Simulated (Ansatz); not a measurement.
By PBEsol, the system below comes out a metal.

The ballistic (Sharvin) conductance counts the channels at the Fermi level: G/A = (e²/h) × channels of both spins per area.

```
TiC
1.0
    3.06279     0.00000     0.00000
   -1.53140     2.65245     0.00000
    1.53140     0.88415     2.50076
Ti C
1 1
Direct
  0.00000   0.00000   0.00000
  0.00000   0.50000   0.50000
```

The cell is taken as given; by PBEsol it stands under a pressure of -6.7 GPa.

The current flows along the normal of the first two printed cell vectors, the (111) plane of the conventional cell. No spin-orbit coupling; the value is a mean over 0.1 eV about the Fermi level.

Task: Give the ballistic conductance per area that PBEsol in Ansatz (a quantum-chemistry and plane-wave program) yields.

Result: 0.33 × 10¹⁵ S/m² for both spins.
